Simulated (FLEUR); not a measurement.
Band structure of Al3Sc (Pm-3m, 4 atoms in the cell).

```
CELL_PARAMETERS angstrom
      4.07827     0.00000     0.00000
      0.00000     4.07827     0.00000
      0.00000     0.00000     4.07827
ATOMIC_POSITIONS crystal
  Sc 0.00000 0.00000 0.00000
  Al 0.00000 0.50000 0.50000
  Al 0.50000 0.00000 0.50000
  Al 0.50000 0.50000 0.00000
```

Method of the run: PBE, all-electron FLAPW (FLEUR), scalar-relativistic valence run with FLEUR.

Settings: Kmax = 4 1/bohr; GmaxXC = 12 1/bohr; xcFunctional = pbe; jspins = 1; l_soc = F; mode = hist; fermiSmearingEnergy = 0.00999582 Htr; mesh (inpgen div1-3) = 8 8 8; inpgen gamma flag = true; Gmax = 12 1/bohr; numbands = 0; maxIterBroyd = 25; imix = Anderson; alpha = 0.05.

The starting cell has typed, rounded lattice constants, without a prior relaxation at this level. Its lattice was rescaled by a random factor within 2.5 % of one. Values depend on the basis (sphere radii, cutoffs, local orbitals), which need not be converged.

Levels in eV from the Fermi level, bands 7 to 14:
```tsv
point	7	8	9	10	11	12	13	14
Γ	-2.64	-1.84	-1.84	-1.84	1.25	1.29	1.29	1.29
X	-1.74	-1.74	-1.50	0.89	0.99	0.99	1.34	1.63
M	-5.66	-4.39	-0.56	-0.56	1.18	1.37	2.08	2.50
R	-4.82	-4.51	-2.98	-2.98	-2.98	0.97	2.61	2.61
```
